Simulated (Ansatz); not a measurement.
Cubic perovskite KZnF₃ was calculated with PBEsol-D3(BJ) (Ansatz, a quantum-chemistry and plane-wave program, PAW).

Numerical settings: plane-wave cutoff 520 eV, 8×8×8 k mesh, Fermi–Dirac smearing 0.01 eV, scalar-relativistic PAW data made under PBE.

A third-order Birch–Murnaghan fit to the energies gives V0 = 13.022 Å³/atom, B0 = 84.5 GPa, B′ = 4.7.

```tsv
V (Å³/atom)	P (GPa)
12.241	[?]
12.502	[?]
12.762	1.79
13.023	0.00
13.283	-1.60
13.544	[?]
13.804	-4.29
```

Question: Estimate the withheld pressures from this fit; the answers are the runs' own values.

Answer: 
- 12.241, P (GPa): 6.05
- 12.502, P (GPa): 3.80
- 13.544, P (GPa): -3.02

The formula P = (3/2) B0 (x^(7/3) − x^(5/3)) [1 + (3/4)(B′ − 4)(x^(2/3) − 1)] with x = V0/V meets the computed pressures within 0.02 GPa when these rounded values are put in.

Measured, for comparison: bulk modulus 80 GPa (temperature not stated, not corrected to a static lattice, (C11+2C12)/3; as tabulated in Vaitheeswaran et al. (2016), arXiv:1609.00541); equilibrium volume per atom 13.34 Å³/atom (room temperature, not corrected to a static lattice; as tabulated in Dubrovin et al. (2021), arXiv:2110.13026). Computed (rounded) less measured: bulk modulus +6 %, equilibrium volume per atom -2.4 %. A static lattice is as a rule a little smaller and stiffer than an uncorrected measurement, which narrows the difference in the bulk modulus and would widen misses of the other sign.
